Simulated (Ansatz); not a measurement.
An Ansatz (a first-principles code) input for (Ti,Sn)O2 alloy cell SnTi3O8 (polar orthorhombic (Pca2_1) start):

Ansatz 0.2 input:
```yaml
crystal:
  lattice:
    - [5.657379541, -0.000017047, 0.008998712]
    - [0.000068569, 9.281712797, 0.000034796]
    - [0.007796783, -0.0000124, 5.007606]
  atoms:
    - { symbol: Ti, position: [0.579165441, 0.373188903, 0.292662474] }
    - { symbol: Ti, position: [0.555553887, 0.879228951, 0.296283221] }
    - { symbol: Ti, position: [0.923372407, 0.369632978, 0.789037218] }
    - { symbol: Sn, position: [0.919018441, 0.878997414, 0.796655354] }
    - { symbol: Ti, position: [0.423372657, 0.130345483, 0.789042421] }
    - { symbol: Sn, position: [0.419020725, 0.62097805, 0.796658072] }
    - { symbol: Ti, position: [0.079163793, 0.1267841, 0.292661772] }
    - { symbol: Ti, position: [0.05555552, 0.620744613, 0.296278048] }
    - { symbol: O, position: [0.868288936, 0.486796575, 0.117334859] }
    - { symbol: O, position: [0.869636621, 0.996229891, 0.1442483] }
    - { symbol: O, position: [0.64672707, 0.481412098, 0.615576041] }
    - { symbol: O, position: [0.62859171, 0.99268322, 0.621069399] }
    - { symbol: O, position: [0.14672424, 0.018564088, 0.6155755] }
    - { symbol: O, position: [0.128591154, 0.507293686, 0.62106612] }
    - { symbol: O, position: [0.368288747, 0.013181389, 0.11733755] }
    - { symbol: O, position: [0.36963634, 0.503746243, 0.144249511] }
    - { symbol: O, position: [0.379112374, 0.239802358, 0.461784681] }
    - { symbol: O, position: [0.360491587, 0.744962262, 0.458880315] }
    - { symbol: O, position: [0.131953405, 0.240262042, -0.040901092] }
    - { symbol: O, position: [0.139042831, 0.733479995, -0.018153822] }
    - { symbol: O, position: [0.631955348, 0.25971597, -0.040899705] }
    - { symbol: O, position: [0.639043916, 0.766494161, -0.01814876] }
    - { symbol: O, position: [0.879109732, 0.260175812, 0.461782853] }
    - { symbol: O, position: [0.860495495, 0.755011956, 0.458880227] }
basis:
  ecutwfc: 420
  ecutrho_ratio: 4
  xc_grid: 2
kpoints:
  mp_grid: { grid: [4, 2, 4] }
hamiltonian:
  xc: pbe
  dispersion: none
  pseudopotentials: { kind: paw }
scf:
  n_extra_bands: 32
  occupations: { method: fermi_dirac, width: 0.01 }
output:
  eigenstates:
    kpoints:
      - [0.0, 0.0, 0.0]
      - [-0.5, 0.0, 0.0]
      - [0.0, 0.0, -0.5]
      - [-0.5, 0.0, -0.5]
    e_range: [-5, 6]
    localisation: true
  eigenvalues: true
magnetization:
  noncollinear: true
  spin_orbit: true
```

All values below come from PBE with spin-orbit coupling (plane waves to 420 eV, PAW; Ansatz). The runs are not spin-polarised. Its k-point mesh 4×2×4, Fermi–Dirac width 0.01 eV.

**Question.** What does the end of the output print (band table and long remarks left out, numbers rounded to eight decimals)?

**Answer.** 
```
SCF converged after 13 iterations
Magnetization: |M| = 0.0000 μB,  M = (+0.0000, +0.0000, +0.0000) μB
Absolute magnetization: 0.0000 μB (∫|m|)
  site 0: m = (+0.0000, +0.0000, +0.0000) μB, |m| = 0.0000 μB  (R = 0.76 Å)
  site 1: m = (+0.0000, +0.0000, +0.0000) μB, |m| = 0.0000 μB  (R = 0.76 Å)
  site 2: m = (+0.0000, +0.0000, +0.0000) μB, |m| = 0.0000 μB  (R = 0.78 Å)
  site 3: m = (+0.0000, +0.0000, +0.0000) μB, |m| = 0.0000 μB  (R = 0.84 Å)
  site 4: m = (+0.0000, +0.0000, +0.0000) μB, |m| = 0.0000 μB  (R = 0.78 Å)
  site 5: m = (+0.0000, +0.0000, +0.0000) μB, |m| = 0.0000 μB  (R = 0.84 Å)
  site 6: m = (+0.0000, +0.0000, +0.0000) μB, |m| = 0.0000 μB  (R = 0.76 Å)
  site 7: m = (+0.0000, +0.0000, +0.0000) μB, |m| = 0.0000 μB  (R = 0.76 Å)
  site 8: m = (+0.0000, +0.0000, +0.0000) μB, |m| = 0.0000 μB  (R = 0.77 Å)
  site 9: m = (+0.0000, +0.0000, +0.0000) μB, |m| = 0.0000 μB  (R = 0.76 Å)
  site 10: m = (+0.0000, +0.0000, +0.0000) μB, |m| = 0.0000 μB  (R = 0.80 Å)
  site 11: m = (+0.0000, +0.0000, +0.0000) μB, |m| = 0.0000 μB  (R = 0.79 Å)
  site 12: m = (+0.0000, +0.0000, +0.0000) μB, |m| = 0.0000 μB  (R = 0.80 Å)
  site 13: m = (+0.0000, +0.0000, +0.0000) μB, |m| = 0.0000 μB  (R = 0.79 Å)
  site 14: m = (+0.0000, +0.0000, +0.0000) μB, |m| = 0.0000 μB  (R = 0.77 Å)
  site 15: m = (+0.0000, +0.0000, +0.0000) μB, |m| = 0.0000 μB  (R = 0.76 Å)
  site 16: m = (+0.0000, +0.0000, +0.0000) μB, |m| = 0.0000 μB  (R = 0.77 Å)
  site 17: m = (+0.0000, +0.0000, +0.0000) μB, |m| = 0.0000 μB  (R = 0.76 Å)
  site 18: m = (+0.0000, +0.0000, +0.0000) μB, |m| = 0.0000 μB  (R = 0.78 Å)
  site 19: m = (+0.0000, +0.0000, +0.0000) μB, |m| = 0.0000 μB  (R = 0.80 Å)
  site 20: m = (+0.0000, +0.0000, +0.0000) μB, |m| = 0.0000 μB  (R = 0.78 Å)
  site 21: m = (+0.0000, +0.0000, +0.0000) μB, |m| = 0.0000 μB  (R = 0.80 Å)
  site 22: m = (+0.0000, +0.0000, +0.0000) μB, |m| = 0.0000 μB  (R = 0.77 Å)
  site 23: m = (+0.0000, +0.0000, +0.0000) μB, |m| = 0.0000 μB  (R = 0.76 Å)
Free energy (F): -36154.311356 eV
Harris-Foulkes:  -36154.311356 eV  (|F-HF|=4.02e-8)
Internal energy: -36154.311356 eV  (E = F + TS)
E sigma→0 (E₀):  -36154.311356 eV
Fermi energy:    9.975018 eV
--- Per-component energies (eV) ---
  E_band       = -1311.624347
  E_kinetic    = 4811.209595
  E_local      = -11956.464165  (includes V_loc(G=0)·N_el)
  E_nonlocal   = 725.345590
  E_hartree    = 4927.842576
  E_xc         = -2530.000159
  E_vxc        = -2431.183452  (∫ρ·V_xc dr)
  E_paw        = -17098.701103  (= ΣΔE_a)
  E_vpaw       = -2316.263648  (= ΣTr[D̂ρ^β])
  E_aug_tail   = 0.039911  (compensation charges beyond the density's cutoff)
  E_ewald      = -15033.583600
  E_smearing   = 0.000000  (= −TS)
  E_closure    = 0.000000  (closes the sum)
  Σ components = -36154.311356   (vs F -36154.311356, Δ=0.00e0)
```

Cost: around 16 core-minutes (rough).
